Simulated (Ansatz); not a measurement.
Ansatz (a first-principles code) run on LuTl3 (P4mm, 4 atoms in the cell): self-consistent single point.

Level of theory: PBEsol, default PAW files made with PBE (plane waves; Ansatz).

The change in words: lattice scaled by 0.98; basis.ecutwfc: 30.9 Ry → 12.5 Ry. Reference geometry:
```
LuTl3
1.0
    4.70204     0.00000     0.00000
    0.00000     4.70204     0.00000
    0.00000     0.00000     4.70204
Lu Tl
1 3
Direct
  0.00000   0.00000   0.01063
  0.00000   0.50000   0.50000
  0.50000   0.00000   0.50000
  0.50000   0.50000   0.00000
```

Reference input (self-consistent single point, DFT, PBEsol, plane waves, default PAW files made with PBE): basis.ecutwfc = 30.9 Ry; kpoints.mp_grid.grid = 5 5 5; hamiltonian.xc = pbesol; hamiltonian.pseudopotentials = {kind: paw} (the program's default PAW files); scf.occupations.method = fermi_dirac; scf.occupations.width = 0.0073 Ry. This run's input differs from it in these lines:

Ansatz 0.2 input:
```diff
@@ -3,5 +3,5 @@
   lattice:
-    - [4.702044, 0.000000, 0.000000]
-    - [0.000000, 4.702044, 0.000000]
-    - [0.000000, 0.000000, 4.702044]
+    - [4.608003, 0.000000, 0.000000]
+    - [0.000000, 4.608003, 0.000000]
+    - [0.000000, 0.000000, 4.608003]
   atoms:
@@ -12,3 +12,3 @@
 basis:
-  ecutwfc: 30.9 Ry
+  ecutwfc: 12.5 Ry
 kpoints:
```

The program printed (abridged):

```
SCF iter   1: F=—  HF=-48453.424032 eV  |F-HF|=—  |Δ(HF+E_count)|=         —  Δρ=1.37e-1  dr2=1.19e1  ethr=1.77e-3  ⟨swp⟩=5.2  Hψ=2407  notcnv=0
all-band conjugate gradients solve this SCF's bands
preconditioner: auto → Kerker (q_TF=auto, 2.542 Å⁻¹)
SCF iter   2: F=—  HF=-48440.712091 eV  |F-HF|=—  |Δ(HF+E_count)|=    1.27e1  Δρ=6.22e-2  dr2=2.56e0  ethr=1.77e-3  ⟨swp⟩=3.0  Hψ=2139  notcnv=0  defer=1
   [... lines left out ...]
SCF iter   5: F=—  HF=-48438.621325 eV  |F-HF|=—  |Δ(HF+E_count)|=   3.09e-3  Δρ=6.13e-4  dr2=2.99e-4  ethr=1.67e-5  ⟨swp⟩=2.0  Hψ=1279  notcnv=0  defer=1
SCF iter   6: F=—  HF=-48438.621300 eV  |F-HF|=—  |Δ(HF+E_count)|=   2.53e-5  Δρ=1.63e-4  dr2=2.65e-5  ethr=4.67e-7  ⟨swp⟩=2.4  Hψ=1286  notcnv=0  defer=1
SCF iter   7: F=—  HF=-48438.621377 eV  |F-HF|=—  |Δ(HF+E_count)|=   7.68e-5  Δρ=2.86e-5  dr2=8.62e-7  ethr=4.14e-8  ⟨swp⟩=2.2  Hψ=1046  notcnv=0  defer=1
SCF iter   8: F=-48438.621377 eV  HF=-48438.621377 eV  |F-HF|=1.53e-8  |Δ(HF+E_count)|=   2.39e-7  Δρ=5.24e-6  dr2=3.52e-8  ethr=1.56e-10  ⟨swp⟩=5.6  Hψ=2514  notcnv=0
SCF 1 converged in 8 iterations: F = -48438.621377 eV  dr2 = 3.52e-8
Free energy (F): -48438.621377 eV
Internal energy: -48438.545029 eV  (E = F + TS)
E sigma→0 (E₀):  -48438.583203 eV
Entropy (-TS):   -0.076348 eV (-19.087 meV/atom)
Fermi energy:    13.826657 eV
--- Forces (eV/Å), atoms counted from 1 ---
  atom   1  Lu     0.00000000     0.00000000    -0.55017292
  atom   2  Tl    -0.00000000     0.00000000     0.25953886
  atom   3  Tl    -0.00000000     0.00000000     0.25953886
  atom   4  Tl     0.00000000     0.00000000     0.03105591
--- Stress (GPa, compression-positive) ---
        2.791864       0.000000      -0.000000
        0.000000       2.791864       0.000000
       -0.000000       0.000000       2.715332
  P = ⅓ Tr σ = 2.7664 GPa (27.664 kbar)
  The stress holds the Pulay correction. Without it, at fixed plane waves, as pw.x and ABINIT print it: P = -353.0532 GPa
```

The run converged in 8 iterations. Against the reference run the free energy rises by 15.2 eV/atom, the pressure goes from -1.79 to 2.77 GPa and the largest force goes from 0.158 to 0.550 eV/Å.

The starting cell comes from a database of computed structures (which also holds hypothetical and non-ambient phases and stackings), without a prior relaxation at this level. Its lattice was rescaled by up to half a per cent. One atom was moved a little off its site on purpose. For this run, on top of that: lattice scaled by 0.98. Ansatz's pressure includes its estimate of the finite-basis (Pulay) stress. Without the estimate this run gives -353.05 GPa. The cutoff lies below the one recommended for these files.
